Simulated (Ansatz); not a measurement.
The parent structure is AlRu in the CsCl type structure (space group Pm-3m, No. 221; a = 2.9832 Å; relaxed with 0.1 eV smearing).

Computed with r2SCAN (Ansatz, a program for electronic structure, PAW, no spin-orbit coupling).

Base values:

| Property | Value |
|---|---|
| Pressure | 0.0 GPa |

The change: the cell is scaled by 1.0100 in all directions, atoms relaxed at fixed cell.

Q: What happens to the energy relative to the base?

A: The energy increases by 7.9 meV/atom.

Q: How does this affect the pressure?

A: The pressure goes from zero to -6.2 GPa.

The cells carry an imposed strain or load. Whether these cells are dynamically stable was not tested. The final runs are not spin-polarised.
